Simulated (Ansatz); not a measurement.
We consider ZnS (P3m1, No. 156, 28 atoms in the cell; start mp-556815; a measured phase of this formula has another space group), described by r²SCAN+rVV10 in Ansatz (PAW).

Run with plane-wave cutoff 560 eV, 12×12×1 k mesh (along the axes of the cell as run), Fermi–Dirac smearing 0.01 eV, scalar-relativistic PAW data made under PBE.

Cell (relaxed at this level):

```xyz
28
Lattice="3.7936 0.0000 0.0000 -1.8968 3.2854 0.0000 0.0000 0.0000 43.4664" Properties=species:S:1:pos:R:3 pbc="T T T"
Zn     0.0000     0.0000     6.2137
Zn     0.0000     2.1902     9.3143
Zn     1.8968     1.0951     3.1130
Zn     0.0000     0.0000    34.1536
Zn     0.0000     2.1902    31.0435
Zn     0.0000     0.0000    27.9326
Zn     0.0000     2.1902    15.5264
Zn     0.0000     2.1902     0.0132
Zn     0.0000     0.0000    18.6263
Zn     0.0000     0.0000    40.3741
Zn     1.8968     1.0951    12.4200
Zn     1.8968     1.0951    21.7270
Zn     0.0000     2.1902    24.8274
Zn     0.0000     2.1902    37.2637
S      0.0000     2.1902    33.3712
S      0.0000     0.0000    42.7020
S      0.0000     0.0000     8.5385
S      1.8968     1.0951    14.7488
S      0.0000     0.0000    30.2611
S      0.0000     2.1902    17.8504
S      0.0000     2.1902    39.5915
S      0.0000     2.1902    11.6389
S      1.8968     1.0951    24.0518
S      0.0000     0.0000    36.4813
S      0.0000     2.1902     2.3371
S      0.0000     0.0000    20.9511
S      0.0000     2.1902    27.1519
S      1.8968     1.0951     5.4378
```

Problem. Estimate the band gap that the calculation returns.

Solution. 
* **band gap**: 2.73 eV (direct)

Computed values are for the static lattice.

The result took very roughly 23 core-minutes.

A start named mp-… is a Materials Project structure, which need not be a measured phase.

Ansatz is a quantum-chemistry and plane-wave program.
